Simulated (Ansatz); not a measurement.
## (Si)2/(Ge)4 zinc blende (111) superlattice on Ge

A (111) superlattice of 2 double layers of Si and 4 of Ge (both in the zinc blende type), in-plane lattice that of Ge; the cell holds Si4Ge8.

Computed with PBE (plane waves to 420 eV, PAW; Ansatz, a program for electronic structure). Spin–orbit coupling is left out; PBE gaps are too small against experiment. Its k-point mesh 9×9×2, Fermi–Dirac width 0.01 eV.

| Quantity | Value |
|---|---|
| period | 19.47 Å |
| in-plane lattice vector | 4.075 Å |
| strain of bulk Si held on this lattice, in plane and along the normal | +5.35 %, then -1.93 % |
| PBE gap of the superlattice over the mesh and listed points off it | 0.07 eV |

```
CELL_PARAMETERS angstrom
      4.07496     0.00000     0.00000
     -2.03748     3.52902     0.00000
      0.00000     0.00000    19.46588
ATOMIC_POSITIONS crystal
  Si 0.00000 0.00000 0.99704
  Si 0.00000 0.00000 0.11878
  Si 0.33333 0.66667 0.15576
  Si 0.33333 0.66667 0.27750
  Ge 0.66667 0.33333 0.31707
  Ge 0.66667 0.33333 0.44532
  Ge 0.00000 0.00000 0.48789
  Ge 0.00000 0.00000 0.61594
  Ge 0.33333 0.66667 0.65860
  Ge 0.33333 0.66667 0.78664
  Ge 0.66667 0.33333 0.82921
  Ge 0.66667 0.33333 0.95746
```
